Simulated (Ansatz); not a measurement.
We consider PdCl2 (P2₁/c, No. 14, 6 atoms in the cell; start mp-1018891), described by HSE06+SOC (PAW; Ansatz, a program for electronic structure).

Numerical settings: plane-wave cutoff 460 eV, 4×6×4 k mesh (along the axes of the cell as run), Fermi–Dirac smearing 0.01 eV, PAW data made under PBE.

Cell (relaxed with PBE-D3(BJ)):

```cif
data_Cl4Pd2
_chemical_formula_sum 'Pd2 Cl4'
_space_group_name_H-M_alt 'P21/c'
_space_group_IT_number 14
_space_group_name_Hall '-P 2ybc'
_cell_length_a 5.45483
_cell_length_b 3.95682
_cell_length_c 6.45513
_cell_angle_alpha 90.000
_cell_angle_beta 107.170
_cell_angle_gamma 90.000
loop_
_atom_site_label
_atom_site_type_symbol
_atom_site_symmetry_multiplicity
_atom_site_Wyckoff_symbol
_atom_site_fract_x
_atom_site_fract_y
_atom_site_fract_z
_atom_site_occupancy
Pd1 Pd 2 c 0.00000 0.00000 0.50000 1
Cl1 Cl 4 e 0.25674 0.25493 0.31618 1
```

Q: What does this level give for the band gap, smallest direct gap on the k points sampled and direct gap at Γ?

A: 
- band gap: 2.11 eV (indirect)
- smallest direct gap on the k points sampled: 2.55 eV
- direct gap at Γ: 3.03 eV

Note: cell and atoms aren't relaxed at this level (pressure 0.5 GPa).

The computed numbers hold no vibrational or temperature effects.

Cost on a shared machine: very roughly 70 core-minutes.

A start named mp-… is a Materials Project structure, which need not be a measured phase.
